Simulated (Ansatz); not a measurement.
What tensor shear ε_xy = +1.43 % does to NaF

Take NaF in the rock salt structure (space group Fm-3m, No. 225; a = 4.629 Å) as the base. Axes: x, y, z lie along the cube axes.

The change: tensor shear ε_xy = +1.43 % (engineering shear γ = 0.0286); the atoms relax in the strained cell.

Computed with PBEsol/PAW in Ansatz (an electronic-structure program), without spin-orbit coupling. Γ-centred 12×12×12 mesh, Fermi–Dirac width 0.05 eV.

Volume per atom: 12.40 Å³ (base 12.40 Å³)
Space group: Immm (No. 71) (base Fm-3m (No. 225))
Shortest interatomic distance: 2.315 Å (base 2.315 Å)
Energy relative to the base (free energy F): +0.9 meV/atom
Pressure (mean of the normal stresses, compression positive): 0.00 GPa (base 0.00 GPa)
Band gap: 6.16 eV (an upper bound: an edge found on the path is not a true extremum; the changed cell) (base 6.20 eV)
Stress (xx, yy, zz, yz, xz, xy; compression positive): (0.01, 0.01, -0.02, 0.00, 0.00, -0.78) GPa

Final structure:

```yaml
crystal:
  lattice:
    - [0.03310, 2.31454, 2.31454]
    - [2.31454, 0.03310, 2.31454]
    - [2.34763, 2.34763, 0.00000]
  atoms:
    - { symbol: Na, position: [0.00000, 0.00000, 0.00000] }
    - { symbol: F, position: [0.50000, 0.50000, 0.50000] }
```

Whether these cells are dynamically stable was not tested.
